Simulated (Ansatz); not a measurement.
Rock-salt LaSe was calculated with rVV10 in Ansatz (PAW).

Numerical settings: plane-wave cutoff 520 eV, 16×16×16 k mesh, Fermi–Dirac smearing 0.05 eV, scalar-relativistic PAW data made under PBE.

Equation-of-state points:

```tsv
V (Å³/atom)	E − E_lowest (meV/atom)
27.352	25.07
27.934	10.72
28.516	2.58
29.098	0.00
29.679	2.40
30.261	9.26
30.843	20.11
```

Q: Estimate the bulk modulus and its pressure derivative from these points.

A: V0 = 29.097 Å³/atom, B0 = 68.5 GPa, B′ = 4.5 (fit to the energies at full precision).

Note: the volume lies 5 % above that of the published cell.

Spin–orbit coupling is not included; it can open a gap where bands touch, and shift volumes and moduli.

The computed numbers hold no vibrational or temperature effects.

Ansatz is an electronic-structure program.
